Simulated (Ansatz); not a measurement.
Partial pair distribution functions of a relaxed model of amorphous Ti16Si32, broadened by 0.06 Å; density 3.75 g/cm³. Computed with PBE, scalar-relativistic without spin-orbit coupling (plane waves to 420 eV, PAW; Ansatz, a program for electronic structure).

The cell was made by melting and quenching with the CHGNet potential and then relaxed with DFT. The hot cell started wider than the set density and was brought back towards it in steps. It is the lowest in DFT energy of 2 quenches. It is a model cell: composition and starting density were chosen by hand, and all elements were melted together. No dispersion term was used. Its density started from a set value of 3.69 and ended at 3.75 g/cm³. The quench (nominally 240 K/ps over its main leg) was far faster than any real one, so the model tends to hold more defects than a real film. A cell of this size samples the disorder only roughly. Volume and shape were free in the relaxation. Stress components on the final sampling reach 0.6 GPa. On a 2×2×2 Γ-centred mesh force components of up to 0.26 eV/Å stay, since the relaxation ran on one k-point at (1/4, 1/4, 1/4).

```
r (Å)  g Ti-Si  g Si-Si  g Ti-Ti
-----  -------  -------  -------
2.15      0.00     0.01     0.00
2.25      0.00     0.17     0.00
2.35      0.27     1.19     0.00
2.45      2.00     2.64     0.00
2.55      5.30     3.03     0.00
2.65      6.85     2.43     0.02
2.75      3.74     1.23     0.31
2.85      1.94     0.77     0.80
2.95      1.05     0.42     1.52
3.05      0.50     0.44     1.55
3.15      0.47     0.51     1.86
3.25      0.15     0.75     2.94
3.35      0.11     0.98     2.77
3.45      0.16     0.87     1.61
3.55      0.12     1.23     1.51
3.65      0.14     1.32     1.01
3.75      0.31     1.02     0.52
3.85      0.26     0.95     0.56
3.95      0.36     0.94     0.35
4.05      0.80     1.16     0.13
4.15      0.72     0.91     0.19
4.25      0.94     0.87     0.52
```

Within 3.28 Å each Ti has 8.75 Si neighbours on average.
